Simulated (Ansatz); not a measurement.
Br on the 1x1 (111) surface of fcc Pt, one in a 2x2 cell, energies for each (27.3 Å²). Energies are against ½ Br2(g), without zero-point or thermal terms; each row is named by its start.

All values below come from PBE (plane waves to 420 eV, PAW; Ansatz, a quantum-chemistry and plane-wave program).

Set-up: 17 atoms, 6.9 Å thick at the start under the adsorbate (thin: gaps and levels are the slab's own); mesh 6x6x1; 0.1 eV smearing; dipole correction on; 8 atoms held, the rest relaxed; each run with such symmetry as its start has; no spin, no spin-orbit, no U, no dispersion correction.

A negative adsorption energy means that the adsorbate is more stable on the surface than in its reference. Starts that drift may end in the same place. Heights count from the host atoms within 0.3 Å of the top one.

| starting site | E_ads (eV) | height (Å) | nearest host atom (Å) | bonded to | Δ work function (eV) | lateral drift (Å) |
|---|---|---|---|---|---|---|
| top Pt | ? | 2.50 | Pt 2.42 | Pt | 0.40 | 0.0 |
| hollow Pt-Pt-Pt over Pt at depth 2.3 Å | -1.02 | 2.13 | Pt 2.67 | 3 Pt | ? | 0.0 |
| hollow Pt-Pt-Pt over Pt at depth 4.6 Å | -1.14 | 2.08 | Pt 2.64 | 3 Pt | -0.70 | 0.0 |
| bridge Pt-Pt (span 2.8 Å) | -1.14 | 2.08 | Pt 2.64 | 3 Pt | -0.71 | 0.8 |

### Question
What belongs in the gaps?

### Answer

- top Pt, E_ads (eV): -0.93
- hollow Pt-Pt-Pt over Pt at depth 2.3 Å, Δ work function (eV): -0.54
